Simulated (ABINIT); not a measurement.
**ABINIT run on Li2Pd (P6/mmm, 3 atoms in the cell): self-consistent single point**

Method of the run: PBEsol, PAW (JTH v2.0 PBE PAW, files made for PBE) (plane waves; ABINIT).

This input was run:

```
# Li2Pd, JTH v2.0 PBE PAW
pp_dirpath "./"
pseudos "Li.GGA_PBE-JTH.xml, Pd.GGA_PBE-JTH.xml"
acell 4.2051201467 4.2051201467 2.6798600000 Angstrom
rprim
         1.0000000000   -0.0000000081    0.0000000000
        -0.4999999930    0.8660254078    0.0000000000
         0.0000000000    0.0000000000    1.0000000000
natom 3
ntypat 2
znucl 3 46
typat 1 1 2
xcart
         0.0000000196    2.4278272487    1.3399300000
         2.1025600832    1.2139136073    1.3399300000
         0.0000000000    0.0000000000    0.0000000000
      Angstrom
ecut 24 Ha
pawecutdg 48 Ha
ixc -116133
occopt 3
tsmear 0.1 eV
nband 17
kptopt 1
ngkpt 9 9 12
nshiftk 1
shiftk 0 0 0
nstep 50
tolvrs 1.0e-11
prtwf 0
prtden 0
prtvol 1
```

Log, with long lists cut:

```
 Symmetries : space group P6/m m m (#191); Bravais hP (primitive hexag.)

 -outvars: echo values of preprocessed input variables --------
            acell      7.9465254331E+00  7.9465254331E+00  5.0642014745E+00 Bohr
             ecut      2.40000000E+01 Hartree
              ixc     -116133
         kptrlatt        9    0    0      0    9    0      0    0   12
          kptrlen      6.07704177E+01
            natom           3
            nband          17
            ngfft          36      36      24
          ngfftdg          50      50      32
             nkpt          84
            nstep          50
             nsym          24
           ntypat           2
           occopt           3
        pawecutdg      4.80000000E+01 Hartree
            rprim      1.0000000000E+00 -8.1000000000E-09  0.0000000000E+00
                      -4.9999999300E-01  8.6602540780E-01  0.0000000000E+00
                       0.0000000000E+00  0.0000000000E+00  1.0000000000E+00
          spgroup         191
           tolvrs      1.00000000E-11
           tsmear      3.67493254E-03 Hartree
            typat      1  1  2
           useylm           1
             xred      3.3333333333E-01  6.6666666667E-01  5.0000000000E-01
                       6.6666666667E-01  3.3333333333E-01  5.0000000000E-01
                       0.0000000000E+00  0.0000000000E+00  0.0000000000E+00
            znucl        3.00000   46.00000

== DATASET  1 ==================================================================

 Real(R)+Recip(G) space primitive vectors, cartesian coordinates (Bohr,Bohr^-1):
 R(1)=  7.9465254 -0.0000001  0.0000000  G(1)=  0.1258412  0.0726544  0.0000000
 R(2)= -3.9732627  6.8818929  0.0000000  G(2)=  0.0000000  0.1453089  0.0000000
 R(3)=  0.0000000  0.0000000  5.0642015  G(3)=  0.0000000  0.0000000  0.1974645
 Unit cell volume ucvol=  2.7694668E+02 bohr^3
 Angles (23,13,12)=  9.00000000E+01  9.00000000E+01  1.20000000E+02 degrees

 Coarse grid specifications (used for wave-functions):

 getcut: wavevector=  0.0000  0.0000  0.0000  ngfft=  36  36  24
         ecut(hartree)=     24.000   => boxcut(ratio)=   2.05426

 Fine grid specifications (used for densities):

 getcut: wavevector=  0.0000  0.0000  0.0000  ngfft=  50  50  32
         ecut(hartree)=     48.000   => boxcut(ratio)=   2.01801

   1.36758028E+03                                ecore*ucvol(ha*bohr**3)

 newkpt: prtvol=0 or 1, do not print more k-points.
_setup2: Arith. and geom. avg. npw (full set) are    1555.120    1555.106

--- !BeginCycle
solver: {iscf: 17, nstep: 50, nline: 4, wfoptalg: 10, }
tolerances: {tolvrs: 1.00E-11, }
...

     iter   Etot(hartree)      deltaE(h)  residm     nres2
 ETOT  1  -137.37088481759    -1.374E+02 6.689E+01 1.088E+02
 ETOT  2  -144.22606651986    -6.855E+00 3.344E-01 9.786E+01
 ETOT  3  -143.81725215062     4.088E-01 1.716E-01 2.291E+01
 ETOT  4  -143.78757051516     2.968E-02 1.833E-01 1.144E+01
 ETOT  5  -143.76507619154     2.249E-02 1.987E-02 4.474E+00
 ETOT  6  -143.75477522520     1.030E-02 1.856E-02 1.112E+00
   [... 13 lines left out ...]
 ETOT 20  -143.75179089249    -5.518E-10 1.559E-04 5.196E-09
 ETOT 21  -143.75179089253    -3.837E-11 3.038E-04 3.488E-09
 ETOT 22  -143.75179089253    -5.286E-12 1.833E-04 2.823E-09
 ETOT 23  -143.75179089254    -4.860E-12 5.501E-04 9.966E-11
 ETOT 24  -143.75179089254    -2.245E-12 1.666E-04 9.432E-12

 At SCF step   24       nres2   =  9.43E-12 < tolvrs=  1.00E-11 =>converged.

 Cartesian components of stress tensor (hartree/bohr^3)
  sigma(1 1)=  1.34308758E-05  sigma(3 2)=  0.00000000E+00
  sigma(2 2)=  1.34308773E-05  sigma(3 1)=  0.00000000E+00
  sigma(3 3)=  4.14527707E-05  sigma(2 1)=  3.05055994E-13

 ----iterations are completed or convergence reached----

 reduced coordinates (array xred) for    3 atoms
       0.333333333333      0.666666666667      0.500000000000
       0.666666666667      0.333333333333      0.500000000000
       0.000000000000      0.000000000000      0.000000000000
 cartesian forces (eV/Angstrom) at end:
    1     -0.00000000000000     0.00000000000000    -0.00000000000000
    2      0.00000000000000    -0.00000000000000    -0.00000000000000
    3     -0.00000000000000    -0.00000000000000    -0.00000000000000
 frms,max,avg= 2.5684149E-27 5.8080467E-27   0.000E+00  0.000E+00  0.000E+00 e/A
 length scales=  7.946525433143  7.946525433143  5.064201474475 bohr
              =  4.205120146700  4.205120146700  2.679860000000 angstroms
 Fermi (or HOMO) energy (hartree) =   0.16995   Average Vxc (hartree)=  -0.35464
 Eigenvalues (hartree) for nkpt=  84  k points:
 kpt#   1, nband= 17, wtk=  0.00103, kpt=  0.0000  0.0000  0.0000 (reduced coord)
  -2.91593   -1.65675   -1.65675   -1.65315   -1.49097   -1.48706   -0.02521    0.02879
   0.05770    0.05770    0.12991    0.12991    0.32157    0.32157    0.37348    0.37348
   0.50468
      occupation numbers for kpt#   1
   2.00000    2.00000    2.00000    2.00000    2.00000    2.00000    2.00000    2.00000
   2.00000    2.00000    1.99996    1.99996    0.00000    0.00000    0.00000    0.00000
   0.00000
 prteigrs : prtvol=0 or 1, do not print more k-points.

--- !EnergyTerms
comment             : Components of total free energy in Hartree
kinetic             :  1.61462306116752E+01
hartree             :  3.18264750745453E+01
xc                  : -5.46841881362648E+00
Ewald energy        : -8.45600209230653E+01
psp_core            :  4.93806347988522E+00
local_psp           : -8.88894266535027E+01
spherical_terms     : -1.77436131742596E+01
internal            : -1.43750710398348E+02
'-kT*entropy'       : -1.07961841595678E-03
total_energy        : -1.43751790016764E+02
total_energy_eV     : -3.91168513870829E+03
...

-Cartesian components of stress tensor (GPa)         [Pressure= -6.6996E-01 GPa]
- sigma(1 1)=  3.95149943E-01  sigma(3 2)=  0.00000000E+00
- sigma(2 2)=  3.95149985E-01  sigma(3 1)=  0.00000000E+00
- sigma(3 3)=  1.21958242E+00  sigma(2 1)=  8.97505568E-09

 Calculation completed.
```

The run converged in 24 iterations.

The starting cell comes from a database of computed structures (which also holds hypothetical and non-ambient phases and stackings), without a prior relaxation at this level. Spin polarisation is off. The potentials were made for another functional than the one used.

These are the values that this program gave, and no reference: the one-centre exchange-correlation terms come from a truncated expansion.

Cost on one core of a shared machine: roughly 2 min.
